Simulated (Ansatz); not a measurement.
Take a 9-atom supercell of Mg$_{2}$Ge in the anti-fluorite structure (space group Fm-3m, No. 225; a = 6.421 Å) at its relaxed geometry as the base.

The values are results of PBE in Ansatz (plane waves to 420 eV, PAW, scalar-relativistic without spin-orbit coupling), earlier PAW set, not measurements.

Before the change:

| Quantity | Result |
|---|---|
| Pressure | 0.0 GPa |

Perturbation: one Mg atom is removed, atoms relaxed at fixed cell, starting from a slightly rattled geometry.

**Question.** How does this affect the pressure and largest displacement of a host atom from its site in the perfect cell?

**Answer.** The pressure goes from zero to -0.8 GPa; the largest displacement of a host atom from its site in the perfect cell amounts to 0.16 Å.

Other magnetic orders, which the real material may have, were not ruled out. The cell is small, so the values are those of an ordered compound at a high defect concentration; dilute-limit values will differ. The mesh was chosen for an insulator and is coarse for the gapless case. Seeded moments were not kept for Mg vacancy. The defect cell is spin-polarised and ends with 0.0 μB.

Ansatz is a quantum-chemistry and plane-wave program.
